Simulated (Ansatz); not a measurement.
Results of LDA (PAW; Ansatz, an electronic-structure program) for MoRu3 (P6₃/mmc, No. 194, 8 atoms in the cell; start mp-975834).

Excerpt of the program's output:

```
Relaxation: its limit of steps is 80 (relax.max_steps)
Crystal: 8 atoms, lattice volume = 110.442 Å³
Basis set: ecut = 520 eV, 2927 PW (Γ), exchange–correlation on 90×90×72 points (8 copies of the dense FFT grid, shifted against one another)
Bands: 75, of which v1, the nominal top of the filled ones, is band 62 counted from 1 (61 counted from 0)
Symmetry: 24 space group operations
Space group: P63/mmc (ITA 194), of the structure as read, at distance tolerance 4.8e-5 Å
k-points: 152 of 2016
Functional: x = slater, c = lda
SCF iter   1: F=—  HF=-44235.979930 eV  |F-HF|=—  |Δ(HF+E_count)|=         —  Δρ=1.47e-2  dr2=3.20e-1
SCF iter   2: F=—  HF=-44235.961252 eV  |F-HF|=—  |Δ(HF+E_count)|=   1.87e-2  Δρ=7.21e-3  dr2=7.89e-2
  ...
SCF 1 converged in 6 iterations: F = -44235.954949 eV  dr2 = 3.48e-8
Crystal: 8 atoms, lattice volume = 110.442 Å³
Initial density: handed on by an earlier stage of this run
SCF 2 converged in 6 iterations: F = -44235.954983 eV  dr2 = 3.64e-12
Crystal: 8 atoms, lattice volume = 110.442 Å³
SCF 3 converged in 7 iterations: F = -44235.955011 eV  dr2 = 3.47e-14
Crystal: 8 atoms, lattice volume = 110.442 Å³
SCF iter   8: F=-44235.955011 eV  HF=-44235.955011 eV  |F-HF|=0.00e0  |Δ(HF+E_count)|=  7.28e-12  Δρ=1.28e-9  dr2=1.40e-15
SCF iter   9: F=-44235.955011 eV  HF=-44235.955011 eV  |F-HF|=1.46e-11  |Δ(HF+E_count)|=  1.46e-11  Δρ=4.13e-10  dr2=1.71e-16
SCF 4 converged in 9 iterations: F = -44235.955011 eV  dr2 = 1.71e-16
SCF converged after 9 iterations
Free energy (F): -44235.955011 eV
Internal energy: -44235.888080 eV  (E = F + TS)
E sigma→0 (E₀):  -44235.921546 eV
Fermi energy:    22.793150 eV
--- Forces (eV/Å), atoms counted from 1 ---
  atom   1  Mo     0.00000000    -0.00000000     0.00000000
  atom   2  Mo     0.00000000     0.00000000     0.00000000
  atom   3  Ru    -0.00092197     0.00053230     0.00000000
  atom   4  Ru     0.00092197    -0.00053230     0.00000000
  atom   5  Ru    -0.00092197    -0.00053230     0.00000000
  atom   6  Ru     0.00092197     0.00053230     0.00000000
  atom   7  Ru     0.00000000    -0.00106460     0.00000000
  atom   8  Ru    -0.00000000     0.00106460     0.00000000
--- Stress (GPa, compression-positive) ---
       -6.518052       0.000000      -0.000000
        0.000000      -6.518052       0.000000
       -0.000000       0.000000      -6.515691
  P = ⅓ Tr σ = -6.5173 GPa (-65.173 kbar)
```

Task: Write an input file that could have produced this run (the log leaves some choices open).

Result: Several could match; the one computed here: 
Ansatz 0.2 input:
```yaml
crystal:
  lattice:
    - [5.438225724, 0.0, 0.0]
    - [-2.719112862, 4.7096416285, 0.0]
    - [0.0, 0.0, 4.3121172521]
  atoms:
    - { symbol: Mo, position: [0.6666666667, 0.3333333333, 0.25] }
    - { symbol: Mo, position: [0.3333333333, 0.6666666667, 0.75] }
    - { symbol: Ru, position: [0.8336008444, 0.1663991556, 0.75] }
    - { symbol: Ru, position: [0.1663991556, 0.8336008444, 0.25] }
    - { symbol: Ru, position: [0.6672016887, 0.8336008444, 0.25] }
    - { symbol: Ru, position: [0.3327983113, 0.1663991556, 0.75] }
    - { symbol: Ru, position: [0.8336008444, 0.6672016887, 0.75] }
    - { symbol: Ru, position: [0.1663991556, 0.3327983113, 0.25] }
basis:
  ecutwfc: 520
  ecutrho_ratio: 4
  xc_grid: 2
kpoints:
  mp_grid: { grid: [12, 12, 14] }
hamiltonian:
  xc: lda
  dispersion: none
  pseudopotentials: { kind: paw }
scf:
  occupations: { method: fermi_dirac, width: 0.05 }
output:
  forces: true
  stress: true
  eigenvalues: true
relax:
  f_tol: 0.004
  escape_saddle: false
  max_steps: 80
  cell: { stress_tol: 0.02, fix: [volume] }
```

The cell is one volume of an energy–volume scan, off the minimum.

The PAW data were made under PBE.

Note: the run has no spin polarisation, so it can have missed a magnetic state. Note: the relaxation could not lower the start's symmetry, so the cell can be a saddle point above a distorted one.

A start named mp-… is a Materials Project structure, which need not be a measured phase.
